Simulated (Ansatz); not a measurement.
## A self-consistent single point of ZrH₂ (Fm-3m, 3 atoms in the cell) with Ansatz

Computed with PBEsol, default PAW files made with PBE (plane waves; Ansatz, a first-principles code).

This input was run:

Ansatz 0.2 input:
```yaml
# ZrH2
crystal:
  lattice:
    - [0.000000, 2.321924, 2.321924]
    - [2.321924, 0.000000, 2.321924]
    - [2.321924, 2.321924, 0.000000]
  atoms:
    - { symbol: Zr, position: [0.000000, 0.000000, 0.000000] }
    - { symbol: H, position: [0.250000, 0.250000, 0.250000] }
    - { symbol: H, position: [0.750000, 0.750000, 0.750000] }
kpoints:
  mp_grid: { grid: [10, 10, 10] }
hamiltonian:
  xc: pbesol
  pseudopotentials: { kind: paw }
scf:
  occupations: { method: gaussian, width: 0.272 }
output:
  forces: true
  eigenvalues: true
  stress: true
```

Output (repeated stretches shortened):

```
WARN basis.ecutwfc = 420 eV, the default
WARN ansatz: RAYON_NUM_THREADS=1 ignored (pool sized by the plan → 1); use --threads N
Pseudopotentials: kind: paw
Pseudopotential: Zr, paw, valence charge 12
Pseudopotential: H, paw, valence charge 1
Crystal: 3 atoms, lattice volume = 25.037 Å³
Basis set: ecut = 420 eV, 531 PW (Γ), exchange–correlation on 48×48×48 points (8 copies of the dense FFT grid, shifted against one another)
Bands: 11, of which v1, the nominal top of the filled ones, is band 7 counted from 1 (6 counted from 0)
Symmetry: 48 space group operations
Space group: Fm-3m (ITA 225), of the structure as read, at distance tolerance 2.9e-5 Å
k-points: 47 of 1000
PAW frozen core: Zr, regenerated for the run's functional, and the local potential with it
Initial density: superposition of atomic densities (neutral atoms: chi_scale 0, normalization atom), corrected by the library's trained network
Initial wavefunctions: pseudopotential atomic-orbital guess
Eigensolver: davidson
Functional: x = pbesol(κ = 0.804, μ = 0.12345679012345678), c = pbesol(β = 0.046)
SCF iter   1: F=—  HF=-4161.800645 eV  |F-HF|=—  |Δ(HF+E_count)|=         —  Δρ=7.53e-3  dr2=1.06e-2  ethr=1.77e-3  ⟨swp⟩=5.0  Hψ=2664  notcnv=0
all-band conjugate gradients solve this SCF's bands
preconditioner: auto → none
SCF iter   2: F=—  HF=-4161.797903 eV  |F-HF|=—  |Δ(HF+E_count)|=   2.74e-3  Δρ=4.12e-3  dr2=3.55e-3  ethr=7.57e-5  ⟨swp⟩=1.0  Hψ=893  notcnv=0
SCF iter   3: F=—  HF=-4161.796690 eV  |F-HF|=—  |Δ(HF+E_count)|=   1.21e-3  Δρ=3.07e-4  dr2=1.06e-5  ethr=2.54e-5  ⟨swp⟩=2.0  Hψ=599  notcnv=0
SCF iter   4: F=—  HF=-4161.796687 eV  |F-HF|=—  |Δ(HF+E_count)|=   2.89e-6  Δρ=4.74e-5  dr2=2.36e-7  ethr=7.56e-8  ⟨swp⟩=2.4  Hψ=681  notcnv=0
iter 5 did not close the SCF: its close was put off for the readings that it lacked (scf_convergence_deferred on its scf_iter line)
SCF iter   5: F=-4161.796687 eV  HF=-4161.796687 eV  |F-HF|=1.02e-9  |Δ(HF+E_count)|=   1.69e-8  Δρ=5.15e-6  dr2=2.75e-9  ethr=1.69e-9  ⟨swp⟩=1.6  Hψ=659  notcnv=0
SCF iter   6: F=-4161.796687 eV  HF=-4161.796687 eV  |F-HF|=1.55e-11  |Δ(HF+E_count)|=  5.75e-10  Δρ=5.21e-7  dr2=5.66e-11  ethr=1.96e-11  ⟨swp⟩=1.8  Hψ=1637  notcnv=0
SCF 1 converged in 6 iterations: F = -4161.796687 eV  dr2 = 5.66e-11
SCF converged after 6 iterations
Free energy (F): -4161.796687 eV
Harris-Foulkes:  -4161.796687 eV  (|F-HF|=1.55e-11)
Internal energy: -4161.752640 eV  (E = F + TS)
E sigma→0 (E₀):  -4161.774664 eV
Entropy (-TS):   -0.044046 eV (-14.682 meV/atom)
Fermi energy:    14.237943 eV
--- Per-component energies (eV) ---
  E_band       = -87.726415
  E_kinetic    = 367.217257
  E_local      = -620.692680  (includes V_loc(G=0)·N_el)
  E_nonlocal   = 83.679455
  E_hartree    = 191.358875
  E_xc         = -181.473924
  E_vxc        = -217.838409  (∫ρ·V_xc dr)
  E_paw        = -2901.124120  (= ΣΔE_a)
  E_vpaw       = -82.807306  (= ΣTr[D̂ρ^β])
  E_aug_tail   = -0.002581  (compensation charges beyond the density's cutoff)
  E_ewald      = -1100.880643
  E_core_change = 0.165720  (= ΣΔE_core)
  E_smearing   = -0.044046  (= −TS)
  E_closure    = 0.000000  (closes the sum)
  Σ components = -4161.796687   (vs F -4161.796687, Δ=0.00e0)
--- Forces (eV/Å), atoms counted from 1 ---
  atom   1  Zr    -0.00000000     0.00000000     0.00000000
   [... zero for the other atoms too ...]
  max |Σ_I F_I| component: 8.67e-19 eV/Å
--- Stress (GPa, compression-positive) ---
       12.734018       0.000000       0.000000
        0.000000      12.734018      -0.000000
        0.000000       0.000000      12.734018
  P = ⅓ Tr σ = 12.7340 GPa (127.340 kbar)
  The stress holds the Pulay correction. Without it, at fixed plane waves, as pw.x and ABINIT print it: P = 12.5683 GPa
--- Band table (eV; the first three rows and the last of 47) ---
  k-point 0: bands = ["-34.6495", "-12.3406", "-12.3406", "-12.3406", "4.2213", "12.9338", "13.8765", "13.8765", "13.8765", "16.8393", "16.8393"]
  k-point 1: bands = ["-34.6377", "-12.4398", "-12.3518", "-12.3518", "4.5040", "11.4651", "14.0200", "14.0200", "15.6948", "16.6941", "16.6941"]
  k-point 2: bands = ["-34.6067", "-12.6914", "-12.3811", "-12.3811", "5.2341", "10.1119", "14.2849", "14.2849", "16.5662", "16.5662", "17.9346"]
  k-point 46: bands = ["-34.4831", "-13.0728", "-12.8784", "-12.6635", "8.0232", "8.8452", "11.5625", "15.7847", "18.7244", "19.8213", "20.7057"]
```

The run converged in 6 iterations.

The starting cell was generated: these elements placed on a structure prototype, without a prior relaxation; it need not be a known phase or ordering of this composition. With a pressure of about 13 GPa the cell is away from its equilibrium volume at this level. Ansatz's pressure includes its estimate of the finite-basis (Pulay) stress.
